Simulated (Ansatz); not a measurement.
# Amorphous Ga$_{24}$O$_{39}$Mo

Preparation: random packing, a CHGNet melt and quench, and a DFT relaxation. O atoms were pushed apart under 1.9 Å during the dynamics, to hinder bonds among them. The hot cell started wider than the set density and was brought back towards it in steps. It is the lowest in DFT energy of 2 quenches. It is a model cell: composition and starting density were chosen by hand, and all elements were melted together. No dispersion term was used.

Methods: PBE, scalar-relativistic without spin-orbit coupling (Ansatz, a quantum-chemistry and plane-wave program); r2SCAN, scalar-relativistic without spin-orbit coupling (Ansatz); HSE06, scalar-relativistic without spin-orbit coupling (Ansatz). Geometry, pressure, stress and energy are those of the PBE run. Its sampling: a 2×2×2 Γ-centred mesh; Fermi-Dirac width 0.02 eV; no spin polarisation. Other functionals are single points at the zone centre (r2SCAN at 500 eV; exact exchange cut at the cell's faces), free to take moments where seeds were set. At PBE the levels at the filled edge of the gap are localised (band-tail or defect states), and the nearest spread-out levels lie 1.9 eV apart at the zone centre.

```json
{
  "number_of_atoms_in_the_cell": "64",
  "Density (held, not predicted)": "4.95 g/cm^3",
  "volume_per_atom": "12.54 Å³",
  "Pressure on a 2×2×2 Γ-centred mesh": "0.17 GPa",
  "Largest force and stress component on that mesh (the relaxation ran on the zone centre alone)": "0.06 eV/Å and 0.2 GPa",
  "Level gap on a 2×2×2 Γ-centred mesh (PBE)": "1.57 eV",
  "Level gap at the zone centre (PBE)": "1.59 eV",
  "Level gap at the zone centre (r2SCAN)": "2.14 eV",
  "Level gap at the zone centre (HSE06)": "3.30 eV"
}
```

Bonds are counted up to Ga-Ga 2.68 Å, Ga-O 2.46 Å, Ga-Mo 2.86 Å, O-O 1.58 Å, O-Mo 2.42 Å, Mo-Mo 3.04 Å. Two cations that share two anions don't count as bonded, nor two that share one unless they lie closer than Ga-Ga 2.61 Å, Ga-Mo 2.78 Å, Mo-Mo 2.95 Å.

The mean coordination of Ga by anions is 4.54 (15 with 4, 5 with 5, 4 with 6) and the mean coordination of O comes out as 2.90 (5 with 2, 33 with 3, 1 with 4). The mean coordination of Mo by anions is 4.00 (1 with 4). The mean Ga-O bond is 1.937 Å (spread 0.096 Å, 109 counted) and the mean O-Mo bond is 1.776 Å (spread 0.031 Å, 4 counted).

Its density started from a set value of 4.95 g/cm³. The quench (nominally 220 K/ps over its main leg) was far faster than any real one, so the model tends to hold more defects than a real film. A cell of this size samples the disorder only roughly. The volume was held where the preparation left it and the shape relaxed, at a PBE pressure of 0.2 GPa.
